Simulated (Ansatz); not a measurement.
SnO₂ (model structure, started from the tetragonal ZrO2 type, P4₂/nmc, No. 137, 6 atoms in the cell)

Method: HSE06+SOC (Ansatz, an electronic-structure program, plane waves, PAW).

Settings: plane-wave cutoff 460 eV, 6×6×4 k mesh (along the axes of the cell as run), Fermi–Dirac smearing 0.01 eV, PAW data made under PBE.

Cell (relaxed with PBEsol):

Space group P4₂/nmc, origin choice 1 (No. 137); a = b = 3.558 Å, c = 5.402 Å, α = β = γ = 90.00°

```json
[
 {"atom": "Sn", "site": "2a", "symmetry": "-4m2", "x": "0.0000", "y": "0.0000", "z": "0.0000"},
 {"atom": "O", "site": "4d", "symmetry": "2mm.", "x": "0.0000", "y": "0.5000", "z": "0.1820"}
]
```

| Quantity | Value |
|---|---|
| band gap | 2.47 eV (on the SCF k mesh) (indirect) |
| smallest direct gap on the k points sampled | 2.67 eV |

Note: the relaxation could raise the start's symmetry but not lower it, so the cell can be a saddle point; cell and atoms aren't relaxed at this level (largest force component 0.33 eV/Å, pressure -3.8 GPa).

Computed values are for the static lattice.

A model structure was made by putting elements into a prototype or built by hand; it is no filed structure, need not be a known phase, and can be a saddle point held by its symmetry.
